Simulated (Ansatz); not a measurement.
An H-capped Ge nanowire along [111], 26 atoms a period besides the caps, stretched and compressed along its axis from its relaxed period of 9.875 Å, atoms relaxed at each length.

All values below come from PBE (plane waves to 420 eV, PAW; Ansatz, a quantum-chemistry and plane-wave program). Mesh 1×1×4. No spin polarisation. It repeats along c; a and b span vacuum. An idealised model, cut from the bulk lattice. It keeps the symmetry and period of its start, so it need not be a minimum against all distortions. Values not marked SOC lack spin–orbit coupling. Buckling under compression is shut out by symmetry and the short period. Energies are free energies at a Fermi–Dirac width of 0.02 eV, from the unstrained cell.

| strain (%) | energy (meV a period) | axial force (nN) | PBE gap (eV) |
|---|---|---|---|
| -3.0 | +128 | -1.39 | 2.46 |
| -1.5 | +32 | -0.70 | 2.50 |
| 0.0 | 0 | -0.01 | 2.43 |
| +1.5 | +30 | +0.67 | 2.34 |
| +3.0 | +122 | +1.34 | 2.23 |
| +6.0 | +484 | +2.59 | 1.98 |

The slope of the force at zero strain is 46 nN.
